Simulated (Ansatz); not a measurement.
**BN, pressure series**

The reference is BN in the h-BN type structure (space group P6_3/mmc, No. 194; a = 2.506 Å, c = 6.616 Å; layered, stacked along the Cartesian z axis).

Cell and atoms are relaxed at each pressure.

Method: PBE-D3(BJ)/PAW in Ansatz (a first-principles code), no SOC, earlier PAW set.

Candidates:
(a) pressure 18 GPa
(b) pressure 45 GPa
(c) pressure 1.8 GPa
(d) pressure 60 GPa
(e) pressure 9 GPa

Before the change:

| Property | Result |
|---|---|
| Band gap | 4.24 eV |

Q: Order them by band gap, lowest first.

A: (d) pressure 60 GPa (3.64 eV), (b) pressure 45 GPa (3.72 eV), (a) pressure 18 GPa (3.94 eV), (e) pressure 9 GPa (4.03 eV), (c) pressure 1.8 GPa (4.16 eV)

From pressure 18 GPa on, the axis ratios lie over 15 % from the base's, so the cell there is far from its starting form. Load acts through the strain it causes; cell and atoms are relaxed under it. Whether these cells are dynamically stable was not tested. No other phases were tried under pressure.
